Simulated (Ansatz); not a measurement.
Band structure of CoH (Fm-3m, 2 atoms in the cell).

```
CoH
1.0
    0.00000     1.84296     1.84296
    1.84296     0.00000     1.84296
    1.84296     1.84296     0.00000
Co H
1 1
Cartesian
  0.00000   0.00000   0.00000
  1.84296   1.84296   1.84296
```
Moments meant for the start (each program seeds them in its own way; μB, in the order of the atoms Co H): 3.0 0.0.

Method of the run: PBEsol, default PAW files made with PBE (plane waves; Ansatz, a quantum-chemistry and plane-wave program).

Settings: kpoints.mp_grid.grid = 15 15 15; hamiltonian.xc = pbesol; hamiltonian.pseudopotentials = {kind: paw} (the program's default PAW files); magnetization.spin_polarized = true; scf.occupations.method = gaussian; scf.occupations.width = 0.2 eV; kpoints.band_path.npoints = 8.

The starting cell comes from a database of computed structures (which also holds hypothetical and non-ambient phases and stackings), without a prior relaxation at this level. With one magnetic atom in the cell only a parallel order is possible.

Levels in eV from the Fermi level, bands 6 to 13 of the first spin channel:
| point | 6 | 7 | 8 | 9 | 10 | 11 | 12 | 13 |
|---|---|---|---|---|---|---|---|---|
| Γ | -2.67 | -2.67 | -2.67 | -1.60 | -1.60 | 14.88 | 20.40 | 20.90 |
| X | -4.43 | -0.88 | -0.69 | -0.69 | 0.29 | 3.88 | 10.85 | 10.85 |
| W | -3.49 | -3.49 | -1.84 | -0.69 | 3.24 | 5.40 | 5.40 | 8.13 |
| K | -4.17 | -2.64 | -1.54 | -0.95 | 2.53 | 3.70 | 6.28 | 13.15 |
| L | -5.49 | -2.85 | -2.85 | -0.89 | -0.89 | 3.90 | 12.49 | 20.64 |
| U | -4.17 | -2.64 | -1.54 | -0.95 | 2.53 | 3.70 | 6.28 | 13.15 |

Bands cross the Fermi level along this path, so the cell is metallic at this level.

The net moment of the cell came out as 1.17 μB.

Keys are those of Ansatz 0.2.
